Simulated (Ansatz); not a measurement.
Defect migration in monoclinic ZrO2: Si-vacancy pair (Si on one host Zr site, one O site vacant), charge state +2. All values below come from PBE, PAW (plane waves to 420 eV; Ansatz, an electronic-structure program).

Settings: 96 host sites, the relaxed PBE lattice, the Γ point alone, smearing 0.01 eV, spin-restricted, no image-charge correction. No zero-point or tunnelling terms. The charge state is imposed; whether it is stable for some Fermi level was not computed. Forms of the defect that were not tried may lie lower.

Barriers: single points on a 2×2×2 k-point mesh shifted by half a step at the bands' geometries.

A. one O atom jumps into the vacancy from a nearby O site (Si-vacancy distance between ideal sites 2.06 → 2.08 Å); the atom moves 2.82 Å along (0.12, -0.49, 0.21) of the unit cell; the moving atom starts with neighbours Si at 1.76; Zr at 2.16, Zr at 2.26 Å and ends with Si at 1.68 Å; the start lies 0.36 eV above the lowest site run; saddle order not checked.
B. one O atom jumps into the vacancy from a nearby O site (Si-vacancy distance between ideal sites 2.06 → 3.84 Å); the atom moves 2.60 Å along (0.04, -0.09, -0.47) of the unit cell; the moving atom starts with neighbours O at 2.59, O at 2.63; Zr at 2.06, Zr at 2.08, Zr at 2.22 Å and ends with Si at 1.73; Zr at 2.18 Å; the start lies 0.36 eV above the lowest site run; saddle order not checked.

Order them by forward barrier (lowest first) at the level PBE, PAW.

A (1.10 eV), B (1.29 eV)
